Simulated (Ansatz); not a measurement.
For CoSn (P6/mmm, No. 191, 6 atoms in the cell; start mp-20536), LDA in Ansatz (plane waves, PAW) gives:

```
Quantity                         Result
------------------------------  -------
equilibrium lattice constant a  5.167 Å
lattice parameter c             4.135 Å
```

Q: What does r²SCAN (PAW; Ansatz, a quantum-chemistry and plane-wave program) give for the same quantities?

A: 
- lattice constant a: 5.238 Å (grows by 1.4 %)
- lattice parameter c: 4.196 Å (increases by 1.5 %)

Changes are worked out from the printed values.

Unless a cell is named, each level is at its own relaxed cell (LDA 15.94, r²SCAN 16.62 Å³/atom).

The crystal itself was run without spin with LDA, r²SCAN; a magnetic state was not tried in these runs.

Caveats: the relaxation could not lower the start's symmetry, so the cell can be a saddle point above a distorted one (LDA, r²SCAN). Ansatz's density-functional and Hartree–Fock values are scalar-relativistic unless marked +SOC, with PAW data made under PBE.

A start named mp-… is a Materials Project structure, which need not be a measured phase.
